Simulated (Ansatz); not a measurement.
Consider the following.

```
ZrS2
1.0
    3.67117     0.00000     0.00000
    1.83559     3.17933     0.00000
    0.00000     0.00000     5.69719
Zr S
1 2
Cartesian
  0.00000   0.00000   0.00000
  1.83559   1.05978   1.44332
  3.67117   2.11955   4.25387
```

No spin polarisation.

Computed with plane-wave PAW DFT at the PBE-D3(BJ) level (Ansatz, a first-principles code, 420 eV), scalar-relativistic without spin-orbit coupling. Γ-centred 10×10×6 mesh, Fermi–Dirac width 0.05 eV.

**Question.** Estimate the valence-band top at Γ (three highest levels, from the VBM).

**Answer.** 0.00, -0.32, -0.32 eV.

**Question.** Predict the mean in-plane stress (compression positive).

**Answer.** -1.5 GPa.

The levels and masses belong to the bands next to the band gap. The cells carry an imposed strain or load. No phonon test of stability was made. The cell was made from ZrS₂ in the CdI2 type structure (space group P-3m1, No. 164; layered, stacked along the Cartesian z axis) by this change: biaxial strain +1.00 %, plane normal [001], relaxed out of plane.
